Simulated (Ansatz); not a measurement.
A self-consistent single point of HgS (Fm-3m, 2 atoms in the cell) with Ansatz (an electronic-structure program).

Level of theory: PBEsol, default PAW files made with PBE (plane waves; Ansatz).

```yaml
crystal:
  lattice:
    - [0.00000, 2.77681, 2.77681]
    - [2.77681, 0.00000, 2.77681]
    - [2.77681, 2.77681, 0.00000]
  atoms:
    - { symbol: Hg, position: [0.00000, 0.00000, 0.00000] }
    - { symbol: S, position: [0.50000, 0.50000, 0.50000] }
```

Reference input (self-consistent single point, DFT, PBEsol, plane waves, default PAW files made with PBE): basis.ecutwfc = 30.9 Ry; kpoints.mp_grid.grid = 10 10 10; hamiltonian.xc = pbesol; hamiltonian.pseudopotentials = {kind: paw} (the program's default PAW files); scf.occupations.method = fermi_dirac; scf.occupations.width = 0.0073 Ry. This run's input differs from it in these lines:

Ansatz 0.2 input:
```diff
@@ -11,3 +11,3 @@
 kpoints:
-  mp_grid: { grid: [10, 10, 10] }
+  mp_grid: { grid: [9, 9, 9] }
 hamiltonian:
@@ -16,3 +16,3 @@
 scf:
-  occupations: { method: fermi_dirac, width: 0.0073 Ry }
+  occupations: { method: fermi_dirac, width: 0.0015 Ry }
 output:
```

The program printed (abridged):

```
SCF iter   1: F=—  HF=-14553.013881 eV  |F-HF|=—  |Δ(HF+E_count)|=         —  Δρ=6.12e-3  dr2=2.33e-2  ethr=1.77e-3  ⟨swp⟩=5.7  Hψ=2945  notcnv=0
all-band conjugate gradients solve this SCF's bands
preconditioner: auto → none
SCF iter   2: F=—  HF=-14553.008736 eV  |F-HF|=—  |Δ(HF+E_count)|=   5.15e-3  Δρ=2.70e-3  dr2=4.94e-3  ethr=8.95e-5  ⟨swp⟩=2.7  Hψ=1237  notcnv=0
SCF iter   3: F=—  HF=-14553.007503 eV  |F-HF|=—  |Δ(HF+E_count)|=   1.23e-3  Δρ=7.62e-4  dr2=2.05e-4  ethr=1.90e-5  ⟨swp⟩=2.5  Hψ=979  notcnv=0
SCF iter   4: F=—  HF=-14553.007447 eV  |F-HF|=—  |Δ(HF+E_count)|=   5.59e-5  Δρ=1.85e-4  dr2=7.66e-6  ethr=7.89e-7  ⟨swp⟩=2.4  Hψ=1033  notcnv=0
SCF iter   5: F=—  HF=-14553.007465 eV  |F-HF|=—  |Δ(HF+E_count)|=   1.76e-5  Δρ=1.61e-5  dr2=1.28e-7  ethr=2.95e-8  ⟨swp⟩=2.1  Hψ=885  notcnv=0
SCF iter   6: F=-14553.007465 eV  HF=-14553.007465 eV  |F-HF|=1.53e-9  |Δ(HF+E_count)|=  9.11e-10  Δρ=2.48e-6  dr2=8.45e-10  ethr=3.85e-10  ⟨swp⟩=4.3  Hψ=2132  notcnv=0
SCF 1 converged in 6 iterations: F = -14553.007465 eV  dr2 = 8.45e-10
Free energy (F): -14553.007465 eV
Internal energy: -14553.005928 eV  (E = F + TS)
E sigma→0 (E₀):  -14553.006696 eV
Entropy (-TS):   -0.001536 eV (-0.768 meV/atom)
Fermi energy:    10.433849 eV
--- Forces (eV/Å), atoms counted from 1 ---
  atom   1  Hg    -0.00000000     0.00000000     0.00000000
  atom   2  S      0.00000000     0.00000000     0.00000000
--- Stress (GPa, compression-positive) ---
       -4.021928      -0.000000      -0.000000
        0.000000      -4.021928      -0.000000
        0.000000      -0.000000      -4.021928
  P = ⅓ Tr σ = -4.0219 GPa (-40.219 kbar)
  The stress holds the Pulay correction. Without it, at fixed plane waves, as pw.x and ABINIT print it: P = -4.0495 GPa
```

The run converged in 6 iterations. Against the reference run the free energy rises by 6.5 meV/atom and the pressure goes from -3.88 to -4.02 GPa.

The starting cell comes from a database of computed structures (which also holds hypothetical and non-ambient phases and stackings), without a prior relaxation at this level. Its lattice was rescaled by up to half a per cent. With a pressure of about -4 GPa the cell is away from its equilibrium volume at this level. Ansatz's pressure includes its estimate of the finite-basis (Pulay) stress. The run gives no clean gap (levels at the Fermi energy touch, overlap or are partly filled at this smearing), which alone does not show that the compound is a metal.
